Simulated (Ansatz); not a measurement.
BeTe (F-43m, No. 216, 2 atoms in the cell; start COD 9008838) was calculated with PBE0 in Ansatz (PAW).

Input:

Ansatz 0.2 input:
```yaml
crystal:
  lattice:
    - [0.0, 2.77, 2.77]
    - [2.77, 0.0, 2.77]
    - [2.77, 2.77, 0.0]
  atoms:
    - { symbol: Be, position: [0.0, 0.0, 0.0] }
    - { symbol: Te, position: [0.25, 0.25, 0.25] }
basis:
  ecutwfc: 460
  ecutrho_ratio: 4
  xc_grid: 2
kpoints:
  mp_grid: { grid: [8, 8, 8] }
hamiltonian:
  xc: pbe0
  dispersion: none
  pseudopotentials: { azcp: { folder: ./paw }, kind: paw }
scf:
  occupations: { method: fermi_dirac, width: 0.01 }
  convergence: { dr2_threshold: 0.0000000002 }
output:
  forces: true
  stress: true
  eigenvalues: true
```

**Question.** How many irreducible k-points, plane waves at Γ does the program set up, and what pressure does the run end with?

**Answer.** 29 irreducible k-points, 941 plane waves at Γ; P = 3.26 GPa, so the cell is compressed on average and its volume would grow at this level.

Output (set-up and result lines):

```
WARN output.stress: scf.exx.energy_threshold = 1e-6 eV is looser than the 2e-8 eV advised for a stress under a hybrid functional (1e-8 eV for each atom of the …
Crystal: 2 atoms, lattice volume = 42.508 Å³
Basis set: ecut = 460 eV, 941 PW (Γ), exchange–correlation on 60×60×60 points (8 copies of the dense FFT grid, shifted against one another)
Bands: 13, of which v1, the nominal top of the filled ones, is band 9 counted from 1 (8 counted from 0)
Symmetry: 24 space group operations
Space group: F-43m (ITA 216), of the structure as read, at distance tolerance 3.5e-5 Å
k-points: 29 of 512 (time reversal used)
Initial density: superposition of atomic densities (chi_scale 0.1, normalization cell, long waves kept (reshape's long-wave potential 0.00 eV rms))
Functional: x = pbe(κ = 0.804, μ = 0.2195149727645171), c = pbe(β = 0.06672455060314922), warm-up for x = 0.75 pbe(κ = 0.804, μ = 0.2195149727645171) + 0.25 exact, c = pbe(β = 0.06672455060314922)
SCF iter   1: F=—  HF=-7073.664775 eV  |F-HF|=—  |Δ(HF+E_count)|=         —  Δρ=3.46e-2  dr2=6.38e-1
SCF iter   2: F=—  HF=-7073.506286 eV  |F-HF|=—  |Δ(HF+E_count)|=   1.58e-1  Δρ=1.29e-2  dr2=6.26e-2
  ...
Crystal: 2 atoms, lattice volume = 42.508 Å³
Initial density: handed on by an earlier stage of this run
Functional: x = 0.75 pbe(κ = 0.804, μ = 0.2195149727645171) + 0.25 exact, c = pbe(β = 0.06672455060314922)
Crystal: 2 atoms, lattice volume = 42.508 Å³
SCF iter   4: F=—  HF=-7077.460847 eV  |F-HF|=—  |Δ(HF+E_count)|=   1.06e-8  Δρ=8.63e-7  dr2=4.09e-10
SCF iter   5: F=-7077.460847 eV  HF=-7077.460847 eV  |F-HF|=5.46e-12  |Δ(HF+E_count)|=  4.73e-11  Δρ=1.73e-7  dr2=3.12e-11
SCF 3 converged in 5 iterations: F = -7077.460847 eV  dr2 = 3.12e-11
Free energy (F): -7077.460847 eV
Internal energy: -7077.460847 eV  (E = F + TS)
E sigma→0 (E₀):  -7077.460847 eV
Fermi energy:    8.894537 eV
--- Stress (GPa, compression-positive) ---
        3.256566      -0.000000       0.000000
        0.000000       3.256566       0.000000
       -0.000000       0.000000       3.256566
  P = ⅓ Tr σ = 3.2566 GPa (32.566 kbar)
```

The PAW data were made under PBE.

Note: cell and atoms aren't relaxed at this level (pressure 3.3 GPa).

Ansatz is an electronic-structure program.
